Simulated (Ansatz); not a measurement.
## LiF (model structure, started from the NiAs type, P6₃/mmc, No. 194, 4 atoms in the cell)

All values below come from PBE (Ansatz, an electronic-structure program, plane waves, PAW).

Settings: plane-wave cutoff 520 eV, 18×18×8 k mesh (along the axes of the cell as run), Fermi–Dirac smearing 0.01 eV, scalar-relativistic PAW data made under PBE.

Cell (relaxed with PBEsol):

```
LiF
1.0
    2.78650     0.00000     0.00000
   -1.39325     2.41318     0.00000
    0.00000     0.00000     4.81014
Li F
2 2
Cartesian
  0.00000   0.00000   0.00000
  0.00000   0.00000   2.40507
  0.00000   1.60879   1.20254
  1.39325   0.80439   3.60761
```

- band gap = 9.09 eV (direct)

Note: the relaxation could raise the start's symmetry but not lower it, so the cell can be a saddle point; cell and atoms aren't relaxed at this level (pressure 3.3 GPa).

Static lattice: no zero-point or thermal effects.

Computing time: about 14 core-seconds (a rough figure).

A model structure was made by putting elements into a prototype or built by hand; it is no filed structure, need not be a known phase, and can be a saddle point held by its symmetry.
